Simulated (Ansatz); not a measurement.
An Ansatz (a first-principles code) input (Kohn–Sham DFT with the r2SCAN functional, run in Ansatz with PAW and 500 eV plane waves, spin-orbit coupling left out):

Ansatz 0.2 input:
```yaml
crystal:
  lattice:
    - [0, 2.7256550717, 2.7120267963]
    - [2.7256550717, 0, 2.7120267963]
    - [2.7256550717, 2.7256550717, 0]
  atoms:
    - { symbol: Ga, position: [0, 0, 0] }
    - { symbol: P, position: [0.25, 0.25, 0.25] }
basis: { ecutwfc: 500, ecutrho_ratio: 4, xc_grid: 4, fft_grid_basis: typed }
kpoints: { mp_grid: { grid: [10, 10, 10] } }
hamiltonian:
  xc: r2scan
  dispersion: none
  pseudopotentials: { kind: paw }
scf: { occupations: { method: fermi_dirac, width: 0.05 }, convergence: { dr2_threshold: 0.0000000002 } }
relax: { f_tol: 0.005, max_steps: 50 }
output: { forces: true, stress: true }
checkpoint: { write: state.ck, write_every: 1000 }
```

Q: Which symmetry and how many k-points will the program report, and about how many plane waves at Γ?

A: Space group I-4m2 (ITA 119) with 8 operations, k-points 102 of 1000, and 965 plane waves at Γ.

Q: And the final pressure?

A: 0.45 GPa (compression positive).

The cells carry an imposed strain or load. No phonon test of stability was made. The cell was made from GaP in the zinc blende structure (space group F-43m, No. 216) by this change: uniaxial strain ε_zz = −0.50 %.
